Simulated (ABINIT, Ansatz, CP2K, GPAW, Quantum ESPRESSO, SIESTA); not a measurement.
**Code comparison for Sb (Pm-3m, 1 atom in the cell)**

Self-consistent single point, at a second geometry (lattice scaled by 0.98). First geometry:

```yaml
crystal:
  lattice:
    - [3.15148, 0.00000, 0.00000]
    - [0.00000, 3.15148, 0.00000]
    - [0.00000, 0.00000, 3.15148]
  atoms:
    - { symbol: Sb, position: [0.00000, 0.00000, 0.00000] }
```

Shared settings, as Ansatz (a program for electronic structure) writes them: kpoints.mp_grid.grid = 14 14 14; scf.occupations.method = gaussian; scf.occupations.width = 0.02 Ry. Potentials and cutoffs stand in the table.

```csv
code,model,ΔF from the first geometry (meV/atom),pressure (GPa),cutoff
Ansatz,"PBEsol, default PAW files made with PBE",-35.1,-1.55,default
GPAW,"PBEsol, GPAW PAW datasets PBEsol (made by gpaw-setup)",-37.9,-1.82,600 eV
Quantum ESPRESSO,"PBEsol, GBRV 1.5 ultrasoft (PBESOL) pseudopotentials",-34.3,-1.45,40 Ry
CP2K,"PBEsol, GPW, DZVP-MOLOPT-SR-GTH basis, GTH-PBE potentials (GTH_POTENTIALS)",-8.5,1.03,grid 400 Ry
SIESTA,"GGA PBEsol, numerical atomic orbitals DZP, PseudoDojo PBEsol standard norm-conserving potentials (rewritten from UPF to PSML)",-29.2,-0.47,grid 300 Ry
ABINIT,"PBEsol, norm-conserving pseudopotentials (PseudoDojo nc-sr-04 PBEsol standard)",-35.6,-1.67,40 Ha
```

On Ansatz's run: spin-orbit coupling is off.

The spread over the programs that give each value: ΔF from the first geometry within 29.4 meV/atom; pressure within 2.85 GPa.

CP2K and SIESTA use small atom-centred bases, whose incompleteness enters pressures, forces and empty levels differently from a plane-wave cutoff. Ansatz's pressure is given at a fixed set of plane waves, as the other plane-wave codes print theirs; with its correction for the finite basis it is -1.51 GPa. In the pressure, CP2K (by 2.64) and SIESTA (by 1.13) lie more than 1 GPa from the median of the plane-wave programs.

The starting cell comes from a database of computed structures (which also holds hypothetical and non-ambient phases and stackings), without a prior relaxation at this level. Its lattice was rescaled by a random factor within 2.5 % of one. For this run, on top of that: lattice scaled by 0.98.

Left out of this page: Elk and FLEUR (not drawn, or without a comparable value).

Keys are those of Ansatz 0.2.
